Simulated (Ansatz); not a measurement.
```xyz
2
Lattice="0.0000 2.7078 2.7078 2.7078 0.0000 2.7078 2.7078 2.7078 0.0000" Properties=species:S:1:pos:R:3 pbc="T T T"
Al     0.0000     0.0000     0.0000
P      1.3539     1.3539     1.3539
```

All values below come from PBE with spin-orbit coupling, rigid bands (plane waves, PAW; Ansatz, a first-principles code). Condition of this run: hydrostatic pressure of 2.8 GPa (compression positive) (the target of the relaxation). Cell: cell and atoms relaxed with PBEsol, then loaded as said.

Problem. Predict the electron conductivity mass (n e² τ/σ) at 300 K, by direction if it differs.

Solution. 0.34 mₑ.

Problem. What conductivity effective mass do dilute holes have at 300 K?

Solution. 0.69 mₑ.

Problem. And the band gap?

Solution. 1.51 eV at this level; semilocal functionals usually fall short of the measured gap.

Rigid bands, one relaxation time for all states, no polarons. Geometry: cell and atoms relaxed with PBEsol.
